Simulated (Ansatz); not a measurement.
Input and output of a zone-centre phonon calculation for ZrIn3 (I4/mmm, 8 atoms in the cell) (Ansatz, a quantum-chemistry and plane-wave program).

Method: LDA (PW92), default PAW files made with PBE (plane waves; Ansatz).

```xyz
8
Lattice="-2.1631 2.1631 9.5533 2.1631 -2.1631 9.5533 2.1631 2.1631 -9.5533" Properties=species:S:1:pos:R:3 pbc="T T T"
Zr     0.0000     0.0000    16.8334
Zr     0.0000     0.0000     2.2733
In     2.1631     0.0000     0.0000
In     0.0000     2.1631     0.0000
In     0.0000     2.1631     4.7767
In     2.1631     0.0000     4.7767
In     0.0000     0.0000    11.9201
In     0.0000     0.0000     7.1866
```

Reference input (self-consistent single point, DFT, PBEsol, plane waves, default PAW files made with PBE): kpoints.mp_grid.grid = 5 5 5; hamiltonian.xc = pbesol; hamiltonian.pseudopotentials = {kind: paw} (the program's default PAW files); scf.occupations.method = cold; scf.occupations.width = 0.1 eV. This run's input differs from it in these lines:

Ansatz 0.2 input:
```diff
@@ -17,3 +17,3 @@
 hamiltonian:
-  xc: pbesol
+  xc: lda
   pseudopotentials: { kind: paw }
@@ -21,6 +21,5 @@
   occupations: { method: cold, width: 0.1 }
-output:
-  forces: true
-  eigenvalues: true
-  stress: true
+  convergence: { dr2_threshold: 1.0e-04 eV }
+phonons:
+  method: dfpt
```

The program printed (abridged):

```
SCF iter   1: F=—  HF=-40900.385331 eV  |F-HF|=—  |Δ(HF+E_count)|=         —  Δρ=8.08e-3  dr2=6.59e-2  ethr=1.77e-3  ⟨swp⟩=6.4  Hψ=6032  notcnv=0  defer=1
all-band conjugate gradients solve this SCF's bands
preconditioner: auto → Kerker (q_TF=auto, 2.485 Å⁻¹)
SCF iter   2: F=—  HF=-40900.366853 eV  |F-HF|=—  |Δ(HF+E_count)|=   1.85e-2  S|Δr|=    0.00e0  Δρ=3.53e-3  dr2=1.51e-2  ethr=6.46e-5  ⟨swp⟩=2.4  Hψ=2878  notcnv=0  defer=1
SCF iter   3: F=—  HF=-40900.362832 eV  |F-HF|=—  |Δ(HF+E_count)|=   4.02e-3  S|Δr|=    0.00e0  Δρ=6.50e-4  dr2=1.15e-3  ethr=1.48e-5  ⟨swp⟩=2.0  Hψ=2744  notcnv=0  defer=1
SCF iter   4: F=—  HF=-40900.362631 eV  |F-HF|=—  |Δ(HF+E_count)|=   2.01e-4  S|Δr|=    0.00e0  Δρ=1.05e-4  dr2=6.43e-5  ethr=1.13e-6  ⟨swp⟩=2.0  Hψ=1927  notcnv=0  defer=1
SCF iter   5: F=-40900.362616 eV  HF=-40900.362618 eV  |F-HF|=2.75e-6  |Δ(HF+E_count)|=   1.23e-5  S|Δr|=    0.00e0  Δρ=1.98e-5  dr2=3.07e-6  ethr=6.30e-8  ⟨swp⟩=14.2  Hψ=14995  notcnv=0
SCF 1 converged in 5 iterations: F = -40900.362616 eV  dr2 = 3.07e-6
DFPT response loops at Γ: preconditioner auto → Kerker (q_TF=auto, 2.485 Å⁻¹) (partly filled bands, converged f_vac=0.000) …
Stability not checked (fill_not_monotonic)
Free energy (F): -40900.362616 eV
Internal energy: -40900.363871 eV  (E = F + TS)
E sigma→0 (E₀):  -40900.363034 eV
Entropy (-TS):   0.001256 eV (0.157 meV/atom)
Fermi energy:    12.838702 eV
   [... lines left out ...]
  ASR residual per site (eV/Å²): 1.30e-2 1.30e-2 1.10e-2 1.10e-2 7.15e-3 7.15e-3 1.00e-2 1.00e-2
  Γ frequencies (cm⁻¹): 0.00 0.00 0.00 47.93 47.93 59.15 59.15 78.45 81.25 90.25 90.25 96.27 102.93 105.60 124.14 124.14 125.05 130.82 130.82 156.23 156.23 160.28 170.08 170.08
  non-analytic LO–TO correction: not included (Born effective charges unavailable; polar crystals: no LO–TO splitting at Γ)
```

The run converged in 5 iterations. 

Summary of the result:
* **Free energy E − TS (on the zero of these files)**: -40900.3626 eV
* **Fermi level (on the code's own zero)**: 12.84 eV
* **Zone-centre frequencies (cm⁻¹; negative means imaginary)**: 0, 0, 0, 48, 48, 59, 59, 78, 81, 90, 90, 96, 103, 106, 124, 124, 125, 131, 131, 156, 156, 160, 170, 170

The starting cell comes from a database of computed structures (which also holds hypothetical and non-ambient phases and stackings), without a prior relaxation at this level.

Cost on one core of a shared machine: roughly 8 min.
